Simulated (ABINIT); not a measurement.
ABINIT is run on Cs₂YTlF₆ (P1, 10 atoms in the cell), and the run fails. The aim is a self-consistent single point with DFT, LDA (PW92), plane waves, PAW (JTH v2.0 LDA PAW).

Cell that was meant: a = 6.8059 Å, b = 6.8059 Å, c = 6.8059 Å, α = 60.00°, β = 60.00°, γ = 60.00°.

Part of the input:

```
         0.7848580000    0.2186590000    0.7624590000
         0.2151090000    0.2079050000    0.7978890000
         0.7791070000    0.7844790000    0.2167640000
spgroup 221
ecut 24
pawecutdg 48
pawxcdev 0
```

Log, with long lists cut:

```
  added one more symmetry : nogen_new=          21
 21    0  0  1  0 -1  0  1  0  0    0.00E+00    0.00E+00    0.00E+00  1
  added one more symmetry : nogen_new=          22
 22    0  0 -1  0  1  0  1  0  0    0.00E+00    0.00E+00    0.00E+00  1
  added one more symmetry : nogen_new=          23
   [... lines left out ...]
 24   -1  0  0  0  0  1  0  1  0    0.00E+00    0.00E+00    0.00E+00  1
  bldgrp : exit with            24  operation symmetries
 Matrix rprimd :
  0.00000000E+00  9.09436371E+00  9.09436371E+00
  9.09436371E+00  0.00000000E+00  9.09436371E+00
  9.09436371E+00  9.09436371E+00  0.00000000E+00
 Matrix rmet :
  1.65414902E+02  8.27074512E+01  8.27074512E+01
  8.27074512E+01  1.65414902E+02  8.27074512E+01
  8.27074512E+01  8.27074512E+01  1.65414902E+02
 Matrix rprimd_sym :
  0.00000000E+00 -9.09436371E+00 -9.09436371E+00
 -9.09436371E+00  0.00000000E+00 -9.09436371E+00
  9.09436371E+00  9.09436371E+00  0.00000000E+00
 Matrix rmet_sym :
  1.65414902E+02  8.27074512E+01 -8.27074512E+01
  8.27074512E+01  1.65414902E+02 -8.27074512E+01
 -8.27074512E+01 -8.27074512E+01  1.65414902E+02
 Matrix rmet_sym-rmet :
  0.00000000E+00  0.00000000E+00 -1.65414902E+02
  0.00000000E+00  0.00000000E+00 -1.65414902E+02
 -1.65414902E+02 -1.65414902E+02  0.00000000E+00

--- !ERROR
src_file: m_symtk.F90
src_line: 847
mpi_rank: 0
message: |
    The symmetry operation number 3 does not preserve
    vector lengths and angles.
    The value of the square root of residual is:   3.3083E+02  that is greater than threshold:  1.4036E-02
    Action: modify rprim, acell and/or symrel so that
    vector lengths and angles are preserved.
    Beware, the tolerance on symmetry operations is very small.
...

 abinit_abort: decision taken to exit. Check above messages for more info
Abort(13) on node 0 (rank 0 in comm 0): application called MPI_Abort(MPI_COMM_WORLD, 13) - process 0

--- !ERROR
src_file: m_symtk.F90
src_line: 847
mpi_rank: 0
message: |
    The symmetry operation number 3 does not preserve
    vector lengths and angles.
    The value of the square root of residual is:   3.3083E+02  that is greater than threshold:  1.4036E-02
    Action: modify rprim, acell and/or symrel so that
    vector lengths and angles are preserved.
    Beware, the tolerance on symmetry operations is very small.
...
```

Problem. From the messages shown, name the fault and mend the input.

Solution. The fault is a symmetry setting or precision that does not fit the structure; here the program stops on it instead of giving results. To fix it, let the typed structure, the tolerance and any stated group agree. The program stopped before any SCF iteration.

The sound input it was made from differs as follows (other fixes are possible):
```diff
-spgroup 221
```

With that input, the run converged in 24 iterations: free energy E − TS -7572.38 eV; top of the valence band (on the code's own zero) -0.05 eV; gap on the k-point mesh 4.80 eV; pressure -1.73 GPa; largest force (vector length) 1.398 eV/Å (DFT, LDA (PW92), plane waves, PAW (JTH v2.0 LDA PAW)).

On the sound input: the starting cell comes from a database of computed structures (which also holds hypothetical and non-ambient phases and stackings), without a prior relaxation at this level. Its atoms were displaced at random from the sites of space group no. 225. Spin-orbit coupling is off. Forces in this geometry exceed 1 eV/Å.
